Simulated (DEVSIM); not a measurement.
System: Si p+/n-/n+ power diode, at 350 K.

Layer 1 from the left is Si, thickness (μm) 1.50, Na (cm⁻³) 5.4e18, τn (s) 2e-7, τp (s) 2e-7. Layer 2 from the left is Si, thickness (μm) 13.0, Nd (cm⁻³) 1.5e15, τn (s) 2e-7, τp (s) 2e-7. Layer 3 from the left is Si, thickness (μm) 7.70, Nd (cm⁻³) 1.2e18, τn (s) 2e-7, τp (s) 2e-7.

Left contact: ohmic. Right contact: ohmic. Voltage is applied to the left contact. Recombination: SRH at mid-gap. Mobility is μmin + (μ − μmin)/(1 + (N/Nref)^α).

The device is made up for the run: typed textbook-type constants, with dimensions and the other settings drawn at random. Values at 300 K; Nc and Nv go as T^1.5, mobilities as T to minus their exponent, the gap by Varshni's rule with the affinity fixed.

Si: gap (eV) 1.124, affinity (eV) 4.05, permittivity 11.7, Nc (cm⁻³) 2.86e19, Nv (cm⁻³) 3.1e19, μn (cm²/Vs) 1417, μp (cm²/Vs) 470, μn,min 52, μp,min 45, Nref,n 9.7e16, Nref,p 2.2e17, αn 0.68, αp 0.72, T exponent of μn 2.3, T exponent of μp 2.2, Varshni α (eV/K) 0.000473, Varshni β (K) 636.

Model (solved in DEVSIM): 1D drift-diffusion, Boltzmann statistics, complete ionisation; no tunnelling, impact ionisation, image-force lowering or self-heating.

Q: What does the simulation give for the dark forward voltage at 1 A/cm², the dark forward voltage at 100 A/cm², the potential step across the device at zero bias?

A: dark forward voltage at 1 A/cm² 0.526 V; dark forward voltage at 100 A/cm² 0.782 V; potential step across the device at zero bias 0.948 V.
